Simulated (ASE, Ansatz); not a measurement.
One thermal frame of composition Li9Si7, cell Li36Si28, brought to this temperature after a much hotter stage, at a temperature that wasn't checked against the liquidus, so perhaps supercooled [in the CHGNet run: it was liquid; mean temperature 961 K (target 970 K); density 1.46 g/cm³, volume +8 % from the start cell's], 970 K, computed in Ansatz (plane waves, PAW) at several levels on the same positions and k-sampling (one point, (1/4, 1/4, 1/4)); no spin polarisation or spin-orbit coupling.

The frame comes from MD with CHGNet (ASE). The base level is PBE (cutoff 420 eV), whose static pressure on this k-sampling is 0.2 GPa. On the run's last frame a denser k-mesh moved the forces by 0.045 eV/Å rms, the static pressure by 0.00 GPa and the free energy by 3 meV/atom, which is about how far such values are converged. CHGNet's forces on these frames are only 0.79 times the DFT ones, so the atoms are displaced more than DFT's own dynamics would at this temperature. That check is the base level's. Differences between levels on one k-sampling err less than the absolute values. Cutoffs of the other levels: 500 eV for r2SCAN, the files' default (420 eV for most) otherwise. Volume per atom 18.37 Å³.

```csv
level,static pressure less the base's (GPa),rms force change from the base (eV/Å),cost
PBE,0,0,(base)
r2SCAN,-0.2,?,about 80 core-seconds (a rough figure)
PBEsol,?,0.02,about 17 core-seconds (a rough figure)
LDA,?,?,very roughly 16 core-seconds
```

**Question.** Complete the blanks.

**Answer.** 
- r2SCAN, rms force change from the base (eV/Å): 0.07
- PBEsol, static pressure less the base's (GPa): -0.8
- LDA, static pressure less the base's (GPa): -2.1
- LDA, rms force change from the base (eV/Å): 0.05

Ansatz is a program for electronic structure.
